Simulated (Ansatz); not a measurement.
## Gap of wurtzite SiC (P6_3mc) by level, uniaxial stress along c

```yaml
crystal:
  lattice:
    - [3.07597, 0.00000, 0.00000]
    - [-1.53798, 2.66386, 0.00000]
    - [0.00000, 0.00000, 5.04775]
  atoms:
    - { symbol: Si, position: [0.33333, 0.66667, 0.99959] }
    - { symbol: Si, position: [0.66667, 0.33333, 0.49959] }
    - { symbol: C, position: [0.33333, 0.66667, 0.37541] }
    - { symbol: C, position: [0.66667, 0.33333, 0.87541] }
```

One set of cells (cell and atoms relaxed with PBEsol, then loaded; compression positive), bands by Ansatz (a program for electronic structure) at 2 levels. SOC is spin-orbit coupling.

```json
[
 {"Level": "PBE+SOC", "gap at -20.00 GPa (eV)": "2.048", "gap unloaded (eV)": "2.275", "gap at 20.00 GPa (eV)": "2.261"},
 {"Level": "r2SCAN+SOC", "gap at -20.00 GPa (eV)": "2.405", "gap unloaded (eV)": "2.650", "gap at 20.00 GPa (eV)": "2.639"}
]
```

Q: Compare the spread of the gaps with that of the shifts.

A: Loaded minus unloaded: PBE+SOC -0.227 and -0.014 eV; r2SCAN+SOC -0.245 and -0.011 eV. The unloaded gaps spread over 0.375 eV and the shifts over 0.018 eV, so the levels agree better on the shift. Adding the shifts of PBE+SOC to the unloaded gap of r2SCAN+SOC gives 2.423 and 2.636 eV, against 2.405 and 2.639 eV computed.

 Gaps are resolved to about 0.01 eV; the mean electron masses of the levels agree within half at each load. Every relaxation keeps the wurtzite phase, so a transition, a distortion that breaks the symmetry or fracture can't show.
